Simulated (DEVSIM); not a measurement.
Structure: abrupt GaSb p-n junction, at 300 K.

Layer 1 from the left is GaSb, thickness (μm) 0.940, Na (cm⁻³) 2.3e15, τn (s) 8.9e-8, τp (s) 8.9e-8. Layer 2 from the left is GaSb, thickness (μm) 0.420, Nd (cm⁻³) 5.6e15, τn (s) 8.9e-8, τp (s) 8.9e-8.

Left contact: ohmic. Right contact: ohmic. Voltage is applied to the left contact. Recombination: SRH at mid-gap. Mobility is constant in doping.

The device is made up for the run: typed textbook-type constants, with dimensions and the other settings drawn at random. Values at 300 K.

GaSb: gap (eV) 0.726, affinity (eV) 4.06, permittivity 15.7, Nc (cm⁻³) 2.1e17, Nv (cm⁻³) 1.8e19, μn (cm²/Vs) 5000, μp (cm²/Vs) 850.

Q: Estimate by hand the built-in potential, the peak field at zero bias, and compare with a numerical solution.

A: 
- Built-in potential: ni = √(Nc Nv) exp(−Eg/2kT) = 1.55e12 cm⁻³ with Eg = 0.726 eV; Vbi = kT/q ln(Na Nd/ni²) = 0.401 V; numerical 0.401 V.
- Peak field at zero bias: depletion approximation: W = √(2εVbi/(qN)) = 0.653 μm with N = 1.63e15 cm⁻³; field = 2Vbi/W = 12300 V/cm; numerical 11500 V/cm (estimate above by 7.0 %).

DEVSIM, 1D drift-diffusion, Boltzmann statistics, complete ionisation; no tunnelling, impact ionisation, image-force lowering or self-heating.
